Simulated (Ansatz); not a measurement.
Take Tl in the hcp (Mg type) structure (space group P6_3/mmc, No. 194; a = 3.476 Å, c = 5.472 Å; relaxed with 0.1 eV smearing) as the base.

Level of theory: Ansatz (a first-principles code), PBEsol, PAW, cutoff 420 eV, spin-orbit coupling left out.

Strains are applied to the cell and any free atomic positions relax.

One change was made to it. Results:

| quantity | base | after |
|---|---|---|
| energy relative to the base (free energy F) | 0 meV/atom | +16 meV/atom |
| pressure (mean of the normal stresses, compression positive) | 0.0 GPa | -2.2 GPa |

Problem. Which of these changes matches the shifts?
A) isotropic strain +1.00 %
B) isotropic strain −2.00 %
C) isotropic strain −0.50 %
D) isotropic strain +2.50 %

Solution. D, isotropic strain +2.50 %. For comparison, the energy relative to the base in the other runs: isotropic strain −0.50 % gives +0.7 meV/atom; isotropic strain −2.00 % gives +13 meV/atom; isotropic strain +1.00 % gives +2.8 meV/atom.

Stability against distortions was not tested.
